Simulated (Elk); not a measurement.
Band structure of NdGe2Rh2 (I4/mmm, 5 atoms in the cell).

```
CELL_PARAMETERS angstrom
     -2.07897     2.07897     5.22923
      2.07897    -2.07897     5.22923
      2.07897     2.07897    -5.22923
ATOMIC_POSITIONS crystal
  Nd 0.00000 0.00000 0.00000
  Ge 0.62484 0.62484 0.00000
  Ge 0.37516 0.37516 0.00000
  Rh 0.75000 0.25000 0.50000
  Rh 0.25000 0.75000 0.50000
```
Moments meant for the start (each program seeds them in its own way; μB, in the order of the atoms Nd Ge Ge Rh Rh): 3.0 0.0 0.0 0.0 0.0.

Method of the run: PBEsol, all-electron FP-LAPW, Elk's shipped species files, default APW+lo basis in Elk.

Settings: xctype = 22; spinpol = true; swidth = 0.00367493 Ha; ngridk = 5 5 5; reducebf = 0.8; rmtscf = 0.87; nempty = 8 per atom; maxscl = 100; bfcmt = [[0.0, 0.0, -3.0], [0.0, 0.0, 0.0], [0.0, 0.0, 0.0], [0.0, 0.0, 0.0], [0.0, 0.0, 0.0]].

The starting cell comes from a database of computed structures (which also holds hypothetical and non-ambient phases and stackings), without a prior relaxation at this level. Spin-orbit coupling is off. With one magnetic atom in the cell only a parallel order is possible. With U or open f shells several self-consistent states can exist. The f electrons are in the valence without U or exact exchange, which can misplace them near the Fermi level. Spin-orbit terms, which matter for f shells, are left out. Values depend on the basis (sphere radii, cutoffs, local orbitals), which need not be converged.

Levels in eV from the Fermi level, bands 37 to 44 of the first spin channel:
| point | 37 | 38 | 39 | 40 | 41 | 42 | 43 | 44 |
|---|---|---|---|---|---|---|---|---|
| Γ | -0.43 | -0.19 | -0.17 | -0.05 | -0.03 | 0.04 | 0.08 | 0.09 |
| X | -1.00 | -0.09 | -0.08 | -0.06 | 0.02 | 0.03 | 0.05 | 0.12 |
| Y | -0.83 | -0.08 | -0.07 | -0.06 | 0.02 | 0.04 | 0.07 | 0.16 |
| S | -0.27 | -0.06 | -0.04 | -0.03 | 0.04 | 0.08 | 0.33 | 0.78 |
| Z | -0.02 | -0.01 | 0.00 | 0.01 | 0.04 | 0.15 | 0.52 | 0.53 |
| S1 | -0.27 | -0.06 | -0.04 | -0.03 | 0.04 | 0.08 | 0.33 | 0.78 |
| N | -0.15 | -0.06 | -0.05 | 0.05 | 0.08 | 0.09 | 0.09 | 0.19 |
| P | -1.20 | -0.08 | -0.07 | -0.05 | 0.02 | 0.03 | 0.05 | 0.13 |
| Y1 | -0.83 | -0.08 | -0.06 | -0.06 | 0.01 | 0.04 | 0.07 | 0.16 |

Bands cross the Fermi level along this path, so the cell is metallic at this level.

The net moment of the cell came out as 3.50 μB.
